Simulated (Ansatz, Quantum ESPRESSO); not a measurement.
CdAsPd5 (P4/mmm, 7 atoms in the cell) computed with different codes at matched settings

Self-consistent single point.

```xyz
7
Lattice="3.9683 0.0000 0.0000 0.0000 3.9683 0.0000 0.0000 0.0000 6.9929" Properties=species:S:1:pos:R:3 pbc="T T T"
Cd     1.9842     1.9842     0.0000
As     0.0000     0.0000     3.4964
Pd     0.0000     1.9842     2.0268
Pd     0.0000     1.9842     4.9661
Pd     1.9842     0.0000     2.0268
Pd     1.9842     0.0000     4.9661
Pd     0.0000     0.0000     0.0000
```

All programs got the same cell, k-point mesh and kind of occupations (in Ansatz's words: kpoints.mp_grid.grid = 6 6 3; scf.occupations.method = fermi_dirac; scf.occupations.width = 0.1 eV); potentials, basis and cutoffs are each program's usual ones.

```tsv
code	model	pressure (GPa)	largest force (eV/Å)	cutoff
Quantum ESPRESSO	PBEsol, GBRV 1.5 ultrasoft (PBESOL) pseudopotentials	1.17	0.090	40 Ry
Ansatz	PBEsol, PAW files made with PBE	0.09	0.033	default
```

The spread over the programs that give each value: pressure within 1.08 GPa; largest force within 0.057 eV/Å.

The starting cell comes from a database of computed structures (which also holds hypothetical and non-ambient phases and stackings), without a prior relaxation at this level. Its lattice was rescaled by a random factor within 2.5 % of one. On Ansatz's run: Spin polarisation is off; with an odd number of electrons in the cell that forces a metal, and a magnetic state may lie lower.

Problem. Why do the programs differ, and what cannot be compared?

Solution. Differences of this kind can come from the potentials, where these differ, and from what each basis and cutoff leave unconverged. The valence holds different numbers of electrons (Quantum ESPRESSO 97, Ansatz (a first-principles code) 125). The zero of total energies and Fermi levels follows the potentials and each program's conventions, so they are not compared here. Ansatz's pressure is given at a fixed set of plane waves, as the other plane-wave codes print theirs; with its correction for the finite basis it is 0.13 GPa.

Left out of this page: ABINIT (stopped by limits of time or memory).

Keys are those of Ansatz 0.2.
